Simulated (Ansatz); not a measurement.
The reference is GaCuSe2 in the chalcopyrite structure (space group I-42d, No. 122; a = 5.5084 Å, c = 10.9615 Å). Axes: x, y, z lie along a, b, c of the conventional cell.

All numbers come from LDA/PAW in Ansatz (a quantum-chemistry and plane-wave program), no SOC.

For the base:

| Item | Value |
|---|---|
| Band gap | 0.17 eV |
| Pressure | 0.0 GPa |
| Volume per atom | 20.79 Å³ |

It is then changed as follows: biaxial strain +3.00 %, plane normal [001], relaxed out of plane (Cartesian); in-plane vectors clamped, the third vector and the atoms free.

Question: Estimate the effect on the band gap, pressure, volume per atom and energy relative to the base.

Answer: The band gap becomes zero (base: 0.17 eV); the pressure (mean of the normal stresses, compression positive) goes from zero to -1.7 GPa; the volume per atom rises by 0.45 Å³ (20.79 Å³ → 21.24 Å³); the energy grows by 10 meV/atom.

No phonon test of stability was made. The final runs are not spin-polarised. Gaps under 0.05 eV, about the width of the smearing, are given as zero. The zero or small gap of GaCuSe2 can change with the level of theory.
